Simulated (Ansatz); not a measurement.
System: rock-salt LaTe. Method: PBEsol-D3(BJ) (Ansatz, an electronic-structure program, plane waves, PAW).

Run with plane-wave cutoff 520 eV, 16×16×16 k mesh, Fermi–Dirac smearing 0.05 eV, scalar-relativistic PAW data made under PBE.

Cell (relaxed at this level):

```xyz
2
Lattice="0.0000 3.1523 3.1523 3.1523 0.0000 3.1523 3.1523 3.1523 0.0000" Properties=species:S:1:pos:R:3 pbc="T T T"
La     0.0000     0.0000     0.0000
Te     3.1523     3.1523     3.1523
```

Predict the bulk modulus and pressure derivative B′ of the bulk modulus.


* **bulk modulus**: 68.2 GPa
* **pressure derivative B′ of the bulk modulus**: 4.5

The run finds no gap.

Note: the volume lies 6 % below that of the published cell.

Spin–orbit coupling is not included; it can open a gap where bands touch, and shift volumes and moduli.

Static lattice: no zero-point or thermal effects.

It cost roughly 2.4 core-minutes of CPU time.
